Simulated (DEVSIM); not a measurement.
System: W/HfO2/SiO2/n-Si capacitor, at 300 K.

| layer (left to right) | material | thickness (nm) | Nd (cm⁻³) |
|---|---|---|---|
| 1 | HfO2 | 5.00 | - |
| 2 | SiO2 | 0.940 | - |
| 3 | Si | 10000 | 3.3e15 |

Metal gate on the left, work function 4.6 eV. Fixed charge at the semiconductor interface 3e11 cm⁻² (in units of +e); no interface traps.

The device is made up for the run: typed textbook-type constants, with dimensions and the other settings drawn at random. Values at 300 K.

```
parameter      HfO2  SiO2       Si
-------------  ----  ----  -------
gap (eV)        5.7     9    1.124
affinity (eV)   2.5   0.9     4.05
permittivity     22   3.9     11.7
Nc (cm⁻³)         -     -  2.86e19
Nv (cm⁻³)         -     -   3.1e19
```

Model (solved in DEVSIM): 1D Poisson equation in equilibrium, Boltzmann statistics, complete ionisation; no quantum confinement or tunnelling. Metal contacts follow the ideal Schottky-Mott rule: no Fermi-level pinning, no interface dipoles.

Problem. Tabulate band edges, carrier densities and field at -0.2 V on the gate.

Solution. Energies count from the Fermi level of the right contact; mesh points crowd at the junctions.

```
x (μm)    Ec (eV)  Ev (eV)  n (cm⁻³)  p (cm⁻³)  field (V/cm)
--------  -------  -------  --------  --------  ------------
0.000       2.300   -3.400     < 1e2     < 1e2        -36000
0.001374    2.295   -3.405     < 1e2     < 1e2        -36000
0.003340    2.288   -3.412     < 1e2     < 1e2        -36000
0.004823    2.283   -3.417     < 1e2     < 1e2        -36000
0.005700    3.868   -5.132     < 1e2     < 1e2       -200000
0.006989    0.710   -0.414     3.3e7    3.5e12        -21000
0.01030     0.703   -0.421     4.4e7    2.7e12        -21000
0.02347     0.676   -0.448     1.3e8    9.2e11        -21000
0.05145     0.620   -0.504     1.1e9    1.1e11        -19000
0.1213      0.499   -0.625    1.2e11     9.7e8        -16000
0.2958      0.304   -0.820    2.2e14    520000         -6800
0.9577      0.234   -0.890    3.3e15     35000           ≈ 0
2.384       0.234   -0.890    3.3e15     35000           ≈ 0
5.786       0.234   -0.890    3.3e15     35000           ≈ 0
8.761       0.234   -0.890    3.3e15     35000           ≈ 0
9.508       0.234   -0.890    3.3e15     35000           ≈ 0
9.807       0.234   -0.890    3.3e15     35000           ≈ 0
9.927       0.234   -0.890    3.3e15     35000           ≈ 0
9.983       0.234   -0.890    3.3e15     35000           ≈ 0
9.997       0.234   -0.890    3.3e15     35000           ≈ 0
10.00       0.234   -0.890    3.3e15     35000           ≈ 0
10.01       0.234   -0.890    3.3e15     35000           ≈ 0
```
